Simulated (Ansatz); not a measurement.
Candidates (primitive cells; geometry: cell and atoms relaxed with PBEsol):
A. YN (Fm-3m), a = b = c = 3.434 Å, α = β = γ = 60.00°
B. NaH (Fm-3m), a = b = c = 3.388 Å, α = β = γ = 60.00°
C. SrTiO$_{3}$ (Pm-3m), a = 3.8911 Å, b = 3.8911 Å, c = 3.8911 Å, α = 90.00°, β = 90.00°, γ = 90.00°
D. CaF₂ (Fm-3m), a = b = c = 3.833 Å, α = β = γ = 60.00°
E. GaAs (F-43m), a = 4.0013 Å, b = 4.0013 Å, c = 4.0013 Å, α = 60.00°, β = 60.00°, γ = 60.00°

**Question.** Rank these by band gap (lowest first), as r2SCAN, rigid bands in Ansatz (an electronic-structure program) gives it.

**Answer.** A (0.54 eV), E (1.00 eV), C (2.29 eV), B (4.40 eV), D (8.10 eV)

Spin-orbit coupling is left out.
